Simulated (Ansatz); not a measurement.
**Evanescent states of BaZrO$_{3}$ (Pm-3m, cubic perovskite, 5 atoms a cell, 14.9 Å³ an atom) along the normal of (001)**

Computed with r2SCAN (plane waves, PAW; Ansatz, a quantum-chemistry and plane-wave program).

The gap is the functional's own. No spin-orbit coupling. Mid-gap values are interpolated on the energy grid.

Energies count from the valence-band top; κ is the least over a 8×8 mesh across the current.

```
E (eV)  κ (1/Å)  where
------  -------  -----
0.09      0.141  off Γ
0.27      0.177      Γ
0.45      0.201      Γ
0.63      0.220      Γ
0.81      0.236      Γ
0.99      0.250      Γ
1.17      0.262      Γ
1.35      0.272      Γ
1.53      0.281      Γ
1.71      0.289      Γ
1.89      0.295      Γ
2.07      0.301      Γ
2.25      0.306      Γ
2.43      0.309      Γ
2.61      0.293      Γ
2.79      0.273      Γ
2.97      0.250      Γ
3.15      0.221      Γ
3.33      0.186      Γ
3.51      0.139      Γ
3.69      0.052      Γ
```

How thick must the barrier be to attenuate the transmission by 10^8 when the electrodes' Fermi level lies at 3.15 eV, and what attenuation does that film give at 2.25 eV?

d = 8 ln 10 / (2 × 0.221) = 41.7 Å. At 2.25 eV it gives 8 × 0.306/0.221 = 11.1 decades.
